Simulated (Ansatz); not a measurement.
**ZnCu2SnSe4: biaxial strain −2.89 %, plane normal [001], relaxed out of plane**

Start from ZnCu₂SnSe₄ (space group I-42m, No. 121; a = 5.661 Å, c = 11.308 Å). Axes: x, y, z lie along a, b, c of the conventional cell.

The change: compressive biaxial strain of 2.89 % in the plane normal to [001], as in epitaxy on a mismatched substrate; the out-of-plane cell vector and the atoms relax.

Level of theory: plane-wave PAW DFT at the PBEsol level (Ansatz, a program for electronic structure, 420 eV), no spin-orbit coupling. Γ-centred 8×8×8 mesh, Fermi–Dirac width 0.05 eV.

| quantity | base | changed | shift |
|---|---|---|---|
| volume per atom | 22.65 Å³ | 22.14 Å³ | -0.51 Å³ |
| shortest interatomic distance | 2.381 Å | 2.366 Å | -0.015 Å |
| energy relative to the base (free energy F) | 0 meV/atom | +9.0 meV/atom | +9.0 meV/atom |
| band gap | zero | zero | – |
| out-of-plane strain (rough) | – | +3.66 % | – |
| mean in-plane stress (compression positive) (rough) | – | +2.2 GPa | – |

The mesh was chosen for an insulator and is coarse for the gapless case. Without a gap, meshes like the base's 8×8×8 leave anisotropic stresses uncertain by several tenths of a GPa, and small strain energies with them. Whether these cells are dynamically stable was not tested. All final runs are without spin polarisation. A zero or small gap of ZnCu2SnSe4 can be the functional's error rather than a property of the material.
